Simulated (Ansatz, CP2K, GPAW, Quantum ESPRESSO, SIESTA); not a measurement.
**Code comparison for CuGe3 (P6_3/mmc, 8 atoms in the cell)**

Self-consistent single point.

```xyz
8
Lattice="4.3454 0.0000 0.0000 -2.1727 3.7633 0.0000 0.0000 0.0000 8.9349" Properties=species:S:1:pos:R:3 pbc="T T T"
Cu     2.1727     1.2544     6.7012
Cu     0.0000     2.5088     2.2337
Ge     2.1727     1.2544     0.6756
Ge     0.0000     2.5088     8.2594
Ge     0.0000     2.5088     5.1430
Ge     2.1727     1.2544     3.7919
Ge     0.0000     0.0000     6.7012
Ge     0.0000     0.0000     2.2337
```

Shared settings, as Ansatz (an electronic-structure program) writes them: kpoints.mp_grid.grid = 5 5 3; scf.occupations.method = fermi_dirac; scf.occupations.width = 0.1 eV. Potentials and cutoffs stand in the table.

| code | model | pressure (GPa) | largest force (eV/Å) | cutoff |
|---|---|---|---|---|
| SIESTA | LDA PW92, numerical atomic orbitals DZP, PseudoDojo LDA standard norm-conserving potentials (rewritten from UPF to PSML) | -3.99 | 0.057 | grid 350 Ry |
| Ansatz | LDA (PW92), PAW files made with PBE | -6.38 | 0.043 | default |
| Quantum ESPRESSO | LDA (PZ), PSlibrary PAW (LDA) pseudopotentials | -6.35 | 0.040 | 55 Ry |
| GPAW | LDA (Perdew-Wang 92), GPAW PAW datasets LDA (gpaw-data 1.0.1) | -6.49 | 0.043 | 800 eV |
| CP2K | LDA (Pade form), GPW, DZVP-MOLOPT-SR-GTH basis, GTH-PADE potentials (GTH_POTENTIALS) | -5.49 | 0.002 | grid 600 Ry |

On Ansatz's run: spin polarisation is off.

The spread over the programs that give each value: pressure within 2.50 GPa; largest force within 0.055 eV/Å.

SIESTA and CP2K use small atom-centred bases, whose incompleteness enters pressures, forces and empty levels differently from a plane-wave cutoff. Ansatz's pressure is given at a fixed set of plane waves, as the other plane-wave codes print theirs; with its correction for the finite basis it is -6.34 GPa. The same LDA comes in different parametrisations, which differ slightly. In the pressure, SIESTA (by 2.39) lies more than 1 GPa from the median of the plane-wave programs. In the force vectors, SIESTA (by 0.100) lies more than 0.08 eV/Å from the median of the plane-wave programs.

The starting cell comes from a database of computed structures (which also holds hypothetical and non-ambient phases and stackings), without a prior relaxation at this level.

Keys are those of Ansatz 0.2.
